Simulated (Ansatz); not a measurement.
Consider KF in the rock salt structure (space group Fm-3m, No. 225; a = 5.307 Å). Axes: x, y, z lie along the cube axes.

All numbers come from PBEsol in Ansatz (plane waves to 420 eV, PAW, without spin-orbit coupling).

Strains are applied to the cell and any free atomic positions relax; under biaxial strain the out-of-plane vector relaxes too.

One change was made to it. Results:

| quantity | base | after |
|---|---|---|
| shortest interatomic distance | 2.653 Å | 2.669 Å |
| band gap | 6.15 eV | 6.04 eV |
| energy relative to the base (free energy F) | 0 meV/atom | +1.7 meV/atom |

Task: What was done to the base?
(A) biaxial strain +0.42 %, plane normal [111], relaxed out of plane
(B) biaxial strain −0.83 %, plane normal [111], relaxed out of plane
(C) biaxial strain −1.25 %, plane normal [111], relaxed out of plane
(D) biaxial strain +1.67 %, plane normal [111], relaxed out of plane

Result: D, biaxial strain +1.67 %, plane normal [111], relaxed out of plane. For comparison, the band gap in the other runs: biaxial strain −1.25 %, plane normal [111], relaxed out of plane gives 6.21 eV; biaxial strain +0.42 %, plane normal [111], relaxed out of plane gives 6.12 eV; biaxial strain −0.83 %, plane normal [111], relaxed out of plane gives 6.19 eV.

Whether these cells are dynamically stable was not tested.

Ansatz is a program for electronic structure.
